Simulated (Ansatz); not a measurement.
The reference is SnSe₂ in the CdI2 type structure (space group P-3m1, No. 164; a = 3.8403 Å, c = 6.0057 Å; layered, stacked along the Cartesian z axis). Axes: x lies along a and z along c of the hexagonal cell.

The values are results of DFT with PBE-D3(BJ), PAW potentials and a 420 eV plane-wave cutoff in Ansatz (an electronic-structure program), no spin-orbit coupling, not measurements.

Base values:

```
Item                             Value
-----------------------------  -------
Band gap                       0.36 eV
Smallest direct gap            0.82 eV
Width of the top valence band  1.99 eV
```

One thing is altered: uniaxial stress, 0.5 GPa tension along z, with the cell and atoms free to relax against it.

Estimate the effect on the band gap.

The band gap grows by 0.15 eV, from 0.36 eV to 0.51 eV.

Estimate the effect on the strain response.

The strain response (xx, yy, zz) amounts to (−0.25, −0.25, +2.10) %.

What happens to the smallest direct gap?

The smallest direct gap grows by 0.18 eV, from 0.82 eV to 1.00 eV.

Predict the new width of the top valence band.

The width of the top valence band drops by 0.216 eV, from 1.99 eV to 1.78 eV.

Estimate the effect on the energy relative to the base.

The energy increases by 0.8 meV/atom.

Stability under load was not tested beyond the relaxation.
